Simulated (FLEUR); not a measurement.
**A series of runs on LuAs (Fm-3m, 2 atoms in the cell)**

```cif
data_As4Lu4
_chemical_formula_sum 'Lu4 As4'
_space_group_name_H-M_alt 'Fm-3m'
_space_group_IT_number 225
_space_group_name_Hall '-F 4 2 3'
_cell_length_a 5.67638
_cell_length_b 5.67638
_cell_length_c 5.67638
_cell_angle_alpha 90.000
_cell_angle_beta 90.000
_cell_angle_gamma 90.000
loop_
_atom_site_label
_atom_site_type_symbol
_atom_site_symmetry_multiplicity
_atom_site_Wyckoff_symbol
_atom_site_fract_x
_atom_site_fract_y
_atom_site_fract_z
_atom_site_occupancy
Lu1 Lu 4 b 0.50000 0.50000 0.50000 1
As1 As 4 a 0.00000 0.00000 0.00000 1
```
(The calculation used a cell of 2 atoms; values per cell refer to that cell.)

Base run A: LDA (Vosko-Wilk-Nusair), all-electron FLAPW (FLEUR), scalar-relativistic valence, self-consistent single point.

Its settings: Kmax = 4.5 1/bohr; GmaxXC = 22.5 1/bohr; xcFunctional = vwn; jspins = 1; l_soc = F; mode = gauss; fermiSmearingEnergy = 0.00999582 Htr; mesh (inpgen div1-3) = 8 8 8; inpgen gamma flag = true; Gmax = 22.5 1/bohr; numbands = 0; maxIterBroyd = 15; imix = Anderson; alpha = 0.05; precondParam = 0; minDistance = 1e-05 me/bohr^3; ctail = T; kcrel = 0; coretail_lmax = 0; theta = 0.

The starting cell comes from a database of computed structures (which also holds hypothetical and non-ambient phases and stackings), without a prior relaxation at this level. Values depend on the basis (sphere radii, cutoffs, local orbitals), which need not be converged. No gap is read from this output.

ΔE is the total energy (no entropy term) per atom less that of run A. 

Runs:
- B: imix: Anderson → Pulay
- C: imix: Anderson → pPulay
- D: imix: Anderson → rPulay
- E: imix: Anderson → aPulay
- F: itmax: 80 → 150; imix: Anderson → straight; alpha: 0.05 → 0.2

```tsv
run	ΔE (meV/atom)	iterations
A	0.00	18
B	0.00	16
C	0.00	65
D	0.00	16
E	0.00	25
F	0.00	61
```

Runs B, C, D, E, F reached the same state as A (within 1 meV/atom). The fewest iterations to that state were 16 (B, D); the most were 65.
